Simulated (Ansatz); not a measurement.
Ti3O5, treated with LDA (PAW; Ansatz, a first-principles code).

Numerical settings: plane-wave cutoff 520 eV, 12×12×6 k mesh (along the axes of the cell as run), Fermi–Dirac smearing 0.03 eV, no spin polarisation, scalar-relativistic PAW data made under PBE.

Starting structure:

```xyz
16
Lattice="4.8760 1.9010 0.0000 -4.8760 1.9010 0.0000 -0.3163 0.0000 9.4367" Properties=species:S:1:pos:R:3 pbc="T T T"
O      4.3677     1.9010     1.4910
O     -4.6840     1.9010     7.9457
O      3.4297     1.9010     4.1616
O     -3.7461     1.9010     5.2751
Ti    -4.4671     1.9010     3.4529
Ti     4.1507     1.9010     5.9838
O     -2.6033     1.9010     2.3120
O      2.2869     1.9010     7.1247
Ti     2.6325     1.9010     2.5187
Ti    -2.9488     1.9010     6.9180
Ti    -3.6417     1.9010     0.4152
Ti     3.3253     1.9010     9.0215
O      0.7490     1.9010     3.2557
O     -1.0654     1.9010     6.1810
O      1.6974     1.9010     0.5662
O     -2.0137     1.9010     8.8705
```

Task: Into what structure does the relaxation of cell and atoms lead at this level, with the symmetry of the start kept?

Result: The volume drops by 5.5 %; final space group C2/m.
```xyz
16
Lattice="4.7644 1.9064 0.0384 -4.7644 1.9064 -0.0384 -0.2349 0.0000 9.0989" Properties=species:S:1:pos:R:3 pbc="T T T"
O      4.3245     1.9064     1.4254
O     -4.5594     1.9064     7.6735
O      3.4176     1.9064     4.0659
O     -3.6524     1.9064     5.0330
Ti    -4.3148     1.9064     3.2300
Ti     4.0799     1.9064     5.8689
O     -2.4974     1.9064     2.1979
O      2.2625     1.9064     6.9010
Ti     2.5831     1.9064     2.4059
Ti    -2.8180     1.9064     6.6931
Ti    -3.5005     1.9064     0.3747
Ti     3.2657     1.9064     8.7243
O      0.7284     1.9064     3.0986
O     -0.9633     1.9064     6.0003
O      1.6072     1.9064     0.5077
O     -1.8421     1.9064     8.5912
```

Note: the formula asks for a mixed valence, which symmetry can spread over equal sites; charge order can open a gap; the volume lies 6 % below that of the published cell.
